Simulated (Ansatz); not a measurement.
Take a 20-atom supercell of WC (space group P-6m2, No. 187; a = 2.9220 Å, c = 2.8473 Å) at its relaxed geometry as the base.

Computed with PBE/PAW in Ansatz (an electronic-structure program), no spin-orbit coupling, earlier PAW set.

For the base:

| Property | Value |
|---|---|
| Pressure | 0.0 GPa |

The change: a neutral W on a C site (antisite), atoms relaxed at fixed cell, starting from a slightly rattled geometry.

Tabulated Pauling electronegativity and covalent radius: C 2.55, 0.76 Å; W 2.36, 1.62 Å.

Question: Estimate the effect on the shift of the substituted atom off its lattice site, largest displacement of a host atom from its site in the perfect cell and pressure.

Answer: The shift of the substituted atom off its lattice site amounts to 0.85 Å; the largest displacement of a host atom from its site in the perfect cell is 0.30 Å; the pressure goes from zero to 32.3 GPa.

The cell is small, so the values are those of an ordered compound at a high defect concentration; dilute-limit values will differ. All final runs are without spin polarisation. The defect cell is not spin-polarised.
